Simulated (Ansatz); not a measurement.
**A computed series for CuAu: response to strain**

Base system: CuAu (space group P4/mmm, No. 123; a = 2.813 Å, c = 3.593 Å; relaxed with 0.1 eV smearing).

Strains are applied to the cell and any free atomic positions relax.

The values are results of DFT with PBEsol, PAW potentials and a 420 eV plane-wave cutoff in Ansatz (a program for electronic structure), spin-orbit coupling left out, not measurements.

Notes on the quantities. pressure: mean of the normal stresses, compression positive.

```csv
isotropic strain (%),pressure (GPa)
-2.5,16.0
-1.5,?
-0.5,2.7
0,0.0
0.5,-2.5
1,-4.7
1.5,-6.8
2.5,-10.4
3,-11.9
```

Q: Fit P = P₀ − Bδ + Cδ² with δ = (1 + ε)³ − 1 to the rows shown and predict the withheld row.

A: Least squares on the printed values gives P₀ = 0.1 GPa, B = 178 GPa (at held cell shape), C = 535 GPa (largest residual 0.1 GPa); this predicts 9.0 GPa, and the run gives 8.8 GPa, 0.2 lower.

No phonon test of stability was made. The final runs are not spin-polarised.
